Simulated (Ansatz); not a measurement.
Take TiAl3 (space group I4/mmm, No. 139; a = 3.816 Å, c = 8.551 Å) as the base.

All numbers come from PBEsol (Ansatz, a program for electronic structure, PAW, no spin-orbit coupling).

For the base:

Magnetic state: not spin-polarised
Lattice parameter a: 3.816 Å
Largest site moment: 0.00 μB

Now apply this change: full substitution Ti → Cr, then cell and atoms are relaxed.

Tabulated Pauling electronegativity and covalent radius: Ti 1.54, 1.60 Å; Cr 1.66, 1.39 Å.

Task: Estimate the effect on the magnetic state, lattice parameter a and largest site moment.

Result: The magnetic state goes from not spin-polarised to ferromagnetic; the lattice parameter a drops by 0.0757 Å to 3.741 Å; the largest site moment goes from zero to 1.08 μB.

Other magnetic orders, which the real material may have, were not ruled out. No phonon test of stability was made. For Al3Cr in this form, whether it has been made was not checked. Spin-polarised in the final run: Al3Cr; the other runs are not.
